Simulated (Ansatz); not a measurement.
**BN: response to strain**

The parent structure is BN in the wurtzite structure (space group P6_3mc, No. 186).

```
CELL_PARAMETERS angstrom
      2.54100     0.00000     0.00000
     -1.27050     2.20057     0.00000
      0.00000     0.00000     4.20330
ATOMIC_POSITIONS crystal
  B  0.33333 0.66667 0.00027
  B  0.66667 0.33333 0.50027
  N  0.33333 0.66667 0.37473
  N  0.66667 0.33333 0.87473
```

Cartesian axes are those of the cell as printed.

Strains are applied to the cell and any free atomic positions relax.

Computed with PBEsol (Ansatz, a program for electronic structure; PAW; 420 eV plane waves; without spin-orbit coupling).

Notes on the quantities. energy relative to the base: free energy F.

```tsv
uniaxial strain ε_xx (%)	energy relative to the base (meV/atom)
-3	16.7
-2.4	10.6
-1.8	5.9
-1.2	?
-0.6	0.6
0	0.0
```

**Question.** Fit ΔE = Aε² + Bε³ (ε in %) to the rows shown and predict the withheld row.

**Answer.** Least squares on the printed values gives A = 1.77 and B = -0.029 meV/atom (largest residual 0.0 meV/atom); this predicts 2.6 meV/atom, and the run gives 2.6 meV/atom, in agreement.

Whether these cells are dynamically stable was not tested.
